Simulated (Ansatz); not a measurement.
# Sc, response to strain

Take Sc in the hcp (Mg type) structure (space group P6_3/mmc, No. 194; a = 3.275 Å, c = 5.105 Å; relaxed with 0.1 eV smearing) as the base.

Strains are applied to the cell and any free atomic positions relax.

All numbers come from Kohn–Sham DFT with the PBEsol functional, run in Ansatz (a quantum-chemistry and plane-wave program) with PAW and 420 eV plane waves, scalar-relativistic without spin-orbit coupling.

Notes on the quantities. pressure: mean of the normal stresses, compression positive.

| isotropic strain (%) | pressure (GPa) |
|---|---|
| -3 | 6.0 |
| -2.5 | 4.9 |
| -2 | 3.8 |
| -1 | 1.8 |
| -0.5 | ? |
| 0 | 0.0 |
| 1.5 | -2.3 |
| 2 | -3.0 |
| 2.5 | -3.7 |

Question: Fit P = P₀ − Bδ + Cδ² with δ = (1 + ε)³ − 1 to the rows shown and predict the withheld row.

Answer: Least squares on the printed values gives P₀ = 0.0 GPa, B = 57.4 GPa (at held cell shape), C = 127 GPa (largest residual 0.0 GPa); this predicts 0.9 GPa, and the run gives 0.9 GPa, in agreement.

No phonon test of stability was made. All final runs are without spin polarisation.
